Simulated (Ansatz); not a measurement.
Base system: Au in the fcc (Cu type) structure (space group Fm-3m, No. 225; a = 4.0477 Å; relaxed with 0.1 eV smearing).

Level of theory: LDA (Ansatz, a quantum-chemistry and plane-wave program, PAW, no SOC).

Before the change:

The pressure is 0.0 GPa.

It is then changed as follows: every lattice vector is stretched by 1.50 %, atoms relaxed at fixed cell.

**Question.** What happens to the pressure?

**Answer.** The pressure goes from zero to -7.6 GPa.

**Question.** What happens to the energy relative to the base?

**Answer.** The energy rises by 19 meV/atom.

The cells carry an imposed strain or load. Stability against distortions was not tested.
